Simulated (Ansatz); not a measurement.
End structure of a constructed model of the (100) surface of fcc Pd, a layer of Ti in place of the second plane (bottom of the slab: a bare face, its two planes held):

```yaml
crystal:
  lattice:
    - [2.78861, 0.00000, 0.00000]
    - [0.00000, 2.78861, 0.00000]
    - [0.00000, 0.00000, 26.50000]
  atoms:
    - { symbol: Pd, position: [0.50000, 0.50000, 0.30922] }
    - { symbol: Pd, position: [0.00000, 0.00000, 0.38363] }
    - { symbol: Pd, position: [0.50000, 0.50000, 0.45843] }
    - { symbol: Pd, position: [0.00000, 0.00000, 0.53634] }
    - { symbol: Ti, position: [0.50000, 0.50000, 0.60640] }
    - { symbol: Pd, position: [0.00000, 0.00000, 0.67567] }
```

Model: 6-atom slab, 10.1 Å thick at the start (thin: gaps and levels are the slab's own), 13x13x1 mesh, Fermi-Dirac 0.1 eV, dipole correction, 2 atoms held, the rest relaxed; held to the start's symmetry, so lower structures may exist; no spin, no spin-orbit, no U. It is one candidate, not shown to be the stable structure of the face.

**Question.** What work function of the top face does PBE (Ansatz, an electronic-structure program) give?

**Answer.** 4.35 eV
